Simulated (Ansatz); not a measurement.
Consider the following.

```
CELL_PARAMETERS angstrom
      3.12274     0.00000     0.00000
     -1.56137     2.70437     0.00000
      0.00000     0.00000    12.30567
ATOMIC_POSITIONS crystal
  W  0.33333 0.66667 0.25000
  W  0.66667 0.33333 0.75000
  S  0.33333 0.66667 0.62187
  S  0.66667 0.33333 0.12187
  S  0.66667 0.33333 0.37813
  S  0.33333 0.66667 0.87813
```

No spin polarisation.

The values are results of DFT with r2SCAN+rVV10, PAW potentials and a 500 eV plane-wave cutoff in Ansatz (a quantum-chemistry and plane-wave program), no SOC, not measurements. k-mesh 12×12×3 (Γ-centred); smearing 0.05 eV (Fermi–Dirac).

Question: What is the computed hole mass?

Answer: 0.72 mₑ along c, 0.65 mₑ across (at Γ).

Question: What is the computed pressure (mean of the normal stresses, compression positive)?

Answer: 3.95 GPa.

Question: What band gap does the calculation give?

Answer: 1.07 eV.

Spin-orbit coupling, missing from the scalar runs, can matter with W. The cells carry an imposed strain or load. Masses are band curvatures over ±0.01 Å⁻¹ around the edge. Stability against distortions was not tested. The cell was made from WS₂ in the 2H-MoS2 type structure (space group P6_3/mmc, No. 194; layered, stacked along the Cartesian z axis) by this change: isotropic strain −1.49 %.
